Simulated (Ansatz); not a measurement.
Given:

```
GaAs
1.0
    0.00000     2.77116     2.77116
    2.77116     0.00000     2.77116
    2.77116     2.77116     0.00000
Ga As
1 1
Direct
  0.00000   0.00000   0.00000
  0.25000   0.25000   0.25000
```

All values below come from PBEsol with spin-orbit coupling, rigid bands (plane waves, PAW; Ansatz, an electronic-structure program). Condition of this run: hydrostatic pressure 5 GPa (the target of the relaxation). How the cell was made: cell and atoms relaxed with PBEsol, then loaded as said.

Q: Predict the electron conductivity mass (n e² τ/σ) at 300 K, by direction if it differs.

A: 0.057 mₑ.

Q: Predict the hole conductivity mass (n e² τ/σ) at 300 K, by direction if it differs.

A: 0.37 mₑ.

Q: And the band gap?

A: 0.78 eV at this level; semilocal functionals usually fall short of the measured gap.

Rigid bands, one relaxation time for all states, no polarons.
